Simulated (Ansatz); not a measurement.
# BN: energy against strain

BN (layered hexagonal, P6_3/mmc, 8.997 Å³/atom at rest, c along z) under an equal strain ε in the (0001) plane with the normal axis free, as in a coherent film. PBE-D3(BJ) in Ansatz, a plane-wave DFT program (PAW, default set), 420 eV, 15×15×5 Γ-centred mesh, Fermi-Dirac smearing 0.05 eV; ions are relaxed within the symmetry of each cell.

Here s stands for strain and y for E less E0.

```csv
strain (%),E less E0 (meV/atom)
-1.20,9.02
-0.60,2.20
0.00,0.00
0.60,2.15
1.20,8.46
3.00,?
```

The 5 complete rows are fitted with a parabola, y against s. Least squares gives y = -0.007 - 0.1950·s + 6.0734·s². Residuals (row less fit): 0.047, -0.096, 0.007, 0.088, -0.045; standard error 0.103 (degrees of freedom: 2). Twice the quadratic coefficient over the volume, 2 × 6.0734 meV × 10⁴ × 0.1602 / 8.997 Å³, is twice the biaxial elastic modulus of this plane = 2163 ± 27 GPa.

Task: Predict the withheld y at s = 3.00 from the fit, and compare with the calculation.

Result: y = -0.007 - 0.1950 × 3.0 + 6.0734 × 3.0² = 54.069 meV/atom. The calculation gives 50.47 meV/atom, 3.599 meV/atom below the prediction (7.1 % of the range of y in the table). The row lies outside the fitted rows, so this is an extrapolation. From the scatter of the fitted rows alone, a prediction at this place has a standard error of 0.664 meV/atom, so the miss is 5.4 times that.

One order more, fitted to all 11 runs of the series, follows each within 0.04, so the miss is the next term of a smooth law. Rows are the converged runs of the series near zero and its far end; series whose fitted rows scatter by over a few per cent of the range, as at a crossing or softening among them, aren't shown in this form. Most that stay on the fit to the last digits aren't either.
